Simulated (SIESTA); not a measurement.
A user runs SIESTA on NaMg₆Cr (Amm2, 8 atoms in the cell) and asks whether the run is sound. The aim is a self-consistent single point with DFT, GGA PBEsol, numerical atomic orbitals TZP, PseudoDojo PBEsol standard norm-conserving potentials (rewritten from UPF to PSML).

Cell that was meant: a = 5.1886 Å, b = 6.4255 Å, c = 6.4255 Å, α = 60.68°, β = 90.00°, γ = 90.00°.

Part of the input:

```
%endblock kgrid.MonkhorstPack
OccupationFunction           FD
ElectronicTemperature        0.1 eV
NetCharge                    -1.0
Spin                         polarized
%block DM.InitSpin
  1 +0.00
```

The program printed (abridged):

```
reinit: Reading from file input.fdf

reinit: System Name: NaMg6Cr
reinit: System Label: siesta

NOTE on units for spin output:
   [... lines left out ...]
initDM: WARNING: atom 4 has a closed-shell and cannot be polarized
initDM: WARNING: atom 5 has a closed-shell and cannot be polarized
initDM: WARNING: atom 6 has a closed-shell and cannot be polarized
initDM: WARNING: atom 7 has a closed-shell and cannot be polarized
DM filled with atomic data (user-defined):
Note: For starting DM, Qtot, Tr[D*S] =         84.00000000         83.00000000

InitMesh: MESH = 64 x 72 x 72 = 331776
InitMesh: Mesh cutoff (required, used) =   400.000   420.503 Ry

stepf: Fermi-Dirac step function
        iscf     Eharris(eV)        E_KS(eV)     FreeEng(eV)     dDmax    Ef(eV) dHmax(eV)
   scf:    1   -12940.709698   -13225.553524   -13225.690022  1.380825 -1.576158 71.860782
     spin moment: {S} , |S| = {        0.0        0.0    0.56147 }     0.56147
   scf:    2   -10973.866941   -12673.195622   -12673.256883  6.391638 -5.783944206.690414
     spin moment: {S} , |S| = {        0.0        0.0    0.14445 }     0.14445
   scf:    3   -13413.343738   -13078.573594   -13078.678959  6.204116 -4.530646105.765294
   [... lines left out ...]
     spin moment: {S} , |S| = {        0.0        0.0    4.25171 }     4.25171
   scf:   38   -13338.063924   -13338.063971   -13338.176968  0.000236 -3.067972  0.001377
     spin moment: {S} , |S| = {        0.0        0.0    4.25264 }     4.25264
   scf:   39   -13338.063917   -13338.063944   -13338.176969  0.000118 -3.067997  0.000860
     spin moment: {S} , |S| = {        0.0        0.0    4.25318 }     4.25318
   scf:   40   -13338.063919   -13338.063932   -13338.176969  0.000045 -3.068023  0.000762
     spin moment: {S} , |S| = {        0.0        0.0    4.25343 }     4.25343
SCF Convergence by DM+H criterion
max |DM_out - DM_in|         :     0.0000448540
max |H_out - H_in|      (eV) :     0.0007616654
SCF cycle converged after 40 iterations

Using DM_out to compute the final energy and forces

siesta: E_KS(eV) =           -13338.0639

siesta: E_KS - E_eggbox =    -13338.0639

siesta: Atomic forces (eV/Ang):
     1    0.000000    0.000000    0.004183
     2   -0.000000   -0.036191   -0.008259
     3   -0.000000    0.036191   -0.008259
     4    0.000000    0.116566    0.074624
     5    0.000000   -0.116566    0.074624
     6    0.000000    0.000000    0.040464
     7    0.000000   -0.000000   -0.173418
     8    0.000000   -0.000000    0.047448
   Tot    0.000000   -0.000000    0.051408
   Max    0.173418
   [... lines left out ...]
siesta: FreeEng =    -13338.176969
siesta: Cell volume =        186.775145 Ang**3
siesta:         -17.00611425        -19.07273239  kBar
   [... lines left out ...]
     2    -0.118568   10.118568   -0.097165  Mg
     3    -0.118568   10.118568   -0.097165  Mg
     4    -0.144546   10.144546   -0.081226  Mg
     5    -0.144546   10.144546   -0.081226  Mg
     6    -0.214004   10.214004    0.036683  Mg
     7    -0.173998   10.173998   -0.074545  Mg
     8    -0.113123   14.113123    4.669740  Cr
 Total    -1.000000                4.253430
```

Task: Can these results be used? Check the input.

Result: The run is not sound. The fault is an unintended net charge. A charged periodic cell changes the electron count and is neutralised by a uniform background, so energy, forces and pressure belong to another system. To fix it, remove the charge. The run converged in 40 iterations without an error; against the sound input the pressure goes from -1.12 to -1.70 GPa, the largest force goes from 0.155 to 0.173 eV/Å and the size of the net moment moves little (0.56 to 0.53 μB/atom). The full log also holds: “madelung: WARNING: Charged system, but not an atom or molecule.” and “madelung: WARNING: Energy correction terms can not be applied.”.

An input that runs soundly differs in these lines (not the only fix; some lines may just follow from the change or write a value another way):
```diff
-NetCharge                    -1.0
```

With that input, the run converged in 19 iterations: free energy E − TS -13335.0368 eV; Fermi level (on the code's own zero) -3.20 eV; pressure -1.12 GPa; largest force (vector length) 0.155 eV/Å; size of the cell's spin moment 4.48 μB (DFT, GGA PBEsol, numerical atomic orbitals TZP, PseudoDojo PBEsol standard norm-conserving potentials (rewritten from UPF to PSML)).

On the sound input: the starting cell comes from a database of computed structures (which also holds hypothetical and non-ambient phases and stackings), without a prior relaxation at this level. Its lattice was rescaled by a random factor within 2.5 % of one. With one magnetic atom in the cell only a parallel order is possible. Values carry the incompleteness of an atom-centred basis. Without a gap this mesh is coarse (it stands for a supercell whose shortest vector is 16 Å).
